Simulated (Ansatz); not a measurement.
The starting structures come from a database of crystals and need not be the phases stable at ambient conditions.

The decay constant κ of evanescent states in the gap governs leakage through a thin film.

Consider the following.

```xyz
16
Lattice="4.2931 0.0000 0.0000 0.0000 10.8905 0.0000 0.0000 0.0000 7.8003" Properties=species:S:1:pos:R:3 pbc="T T T"
Sr     3.2198     0.8496     1.3922
Sr     1.0733    10.0409     6.4081
Sr     1.0733     6.2948     2.5079
Sr     3.2198     4.5957     5.2923
H      3.2198     4.3834     2.2005
H      1.0733     6.5070     5.5997
H      1.0733     9.8286     1.6996
H      3.2198     1.0618     6.1007
I      1.0733     3.4821     0.1778
I      3.2198     7.4083     7.6224
I      3.2198     8.9273     3.7223
I      1.0733     1.9631     4.0780
O      3.2198     5.0983     2.8623
O      1.0733     5.7922     4.9380
O      1.0733    10.5435     1.0378
O      3.2198     0.3470     6.7624
```

Space group of this cell: Pnma. The cell is taken as given; by r2SCAN its mean pressure is -1.0 GPa.

Transport runs along the normal of the first two printed cell vectors.

No gap correction and no spin-orbit coupling; mid-gap values are interpolated between computed energies.

### Question
Estimate the band gap and the smallest decay constant κ at mid-gap that r2SCAN run with Ansatz (an electronic-structure program) returns for this system.

### Answer
Gap 4.45 eV on a 8×4×4 mesh; κ = 0.308 1/Å, at the zone centre.
